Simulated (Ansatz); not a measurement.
Thickness series in hypothetical P6_3/mmc PtSe2

Consider PtSe$_{2}$ in the 2H-MoS2 type structure (space group P6_3/mmc, No. 194; a = 3.505 Å, c = 10.739 Å; a hypothetical phase, not in the database extracts checked; layered, stacked along the Cartesian z axis).

Free-standing slabs (3 atom(s) a layer) normal to the stacking axis with 15 Å of vacuum; in-plane cell relaxed.

All numbers come from Kohn–Sham DFT with the PBEsol-D3(BJ) functional, run in Ansatz (a program for electronic structure) with PAW and 420 eV plane waves, scalar-relativistic without spin-orbit coupling.

Notes on the quantities. excess energy per area of both faces: slab less bulk energy over the cell's area: twice a surface energy; uncertain by up to 0.1 J/m²; layer's space group: with vacuum.

```json
[
 {"case": "base", "excess energy per area of both faces": "–", "thickness between the outermost nuclei": "–", "shortest interatomic distance": "253.6 pm", "layer's space group": "–"},
 {"case": "1 layer", "excess energy per area of both faces": "1.30 J/m²", "thickness between the outermost nuclei": "3.01 Å", "shortest interatomic distance": "252.4 pm", "layer's space group": "P-6m2 (No. 187)"},
 {"case": "2 layers", "excess energy per area of both faces": "1.3 J/m²", "thickness between the outermost nuclei": "8.55 Å", "shortest interatomic distance": "250.5 pm", "layer's space group": "P-3m1 (No. 164)"},
 {"case": "3 layers", "excess energy per area of both faces": "1.3 J/m²", "thickness between the outermost nuclei": "13.90 Å", "shortest interatomic distance": "250.1 pm", "layer's space group": "P-6m2 (No. 187)"}
]
```

The excess energy carries the mismatch between the slab's and the bulk's meshes. Stability against distortions was not tested. The final runs are not spin-polarised. PtSe2 has a high density of states at the Fermi level and may be magnetic at this level.
